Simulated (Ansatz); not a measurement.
HfS2, thickness series

Take HfS2 in the CdI2 type structure (space group P-3m1, No. 164; a = 3.606 Å, c = 5.768 Å; layered, stacked along the Cartesian z axis) as the base.

Free-standing slabs (3 atom(s) a layer) normal to the stacking axis with 15 Å of vacuum; in-plane cell relaxed.

Computed with PBE-D3(BJ), PAW, 420 eV (Ansatz, a program for electronic structure; no spin-orbit coupling).

Notes on the quantities. excess energy per area of both faces: slab less bulk energy over the cell's area: twice a surface energy.

```json
[
 {"variant": "base", "shortest interatomic distance": "254.1 pm", "band gap": "0.85 eV", "excess energy per area of both faces": "–", "in-plane lattice parameter a": "360.6 pm", "thickness between the outermost nuclei": "–"},
 {"variant": "1 layer", "shortest interatomic distance": "254.6 pm", "band gap": "1.21 eV", "excess energy per area of both faces": "0.39 J/m²", "in-plane lattice parameter a": "361.7 pm", "thickness between the outermost nuclei": "2.91 Å"},
 {"variant": "2 layers", "shortest interatomic distance": "254.3 pm", "band gap": "1.13 eV", "excess energy per area of both faces": "0.41 J/m²", "in-plane lattice parameter a": "361.2 pm", "thickness between the outermost nuclei": "8.70 Å"},
 {"variant": "3 layers", "shortest interatomic distance": "254.2 pm", "band gap": "1.09 eV", "excess energy per area of both faces": "0.42 J/m²", "in-plane lattice parameter a": "361.0 pm", "thickness between the outermost nuclei": "14.48 Å"}
]
```

Slab and bulk use different k-meshes, which limits the precision of the excess energy. With Hf present, leaving out spin-orbit coupling can change the band edges. Stability against distortions was not tested.
